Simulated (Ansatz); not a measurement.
Base system: MoS2 in the 2H-MoS2 type structure (space group P6_3/mmc, No. 194; layered, stacked along the Cartesian z axis).

```yaml
crystal:
  lattice:
    - [3.14944, 0.00000, 0.00000]
    - [-1.57472, 2.72750, 0.00000]
    - [0.00000, 0.00000, 12.09152]
  atoms:
    - { symbol: Mo, position: [0.33333, 0.66667, 0.25000] }
    - { symbol: Mo, position: [0.66667, 0.33333, 0.75000] }
    - { symbol: S, position: [0.33333, 0.66667, 0.62050] }
    - { symbol: S, position: [0.66667, 0.33333, 0.12050] }
    - { symbol: S, position: [0.66667, 0.33333, 0.37950] }
    - { symbol: S, position: [0.33333, 0.66667, 0.87950] }
```

Level of theory: PBE-D3(BJ)/PAW in Ansatz (a quantum-chemistry and plane-wave program), spin-orbit coupling left out, earlier PAW set.

Before the change:

- Smallest direct gap: 1.70 eV
- Lattice parameter a: 3.149 Å

One thing is altered: cell and atoms relaxed at a pressure of 4.2 GPa.

Question: How does this affect the smallest direct gap?

Answer: The smallest direct gap grows by 0.08 eV to 1.78 eV.

Question: How does this affect the lattice parameter a?

Answer: The lattice parameter a drops by 0.035 Å (3.149 Å → 3.114 Å).

Load acts through the strain it causes; cell and atoms are relaxed under it. Stability against distortions was not tested.
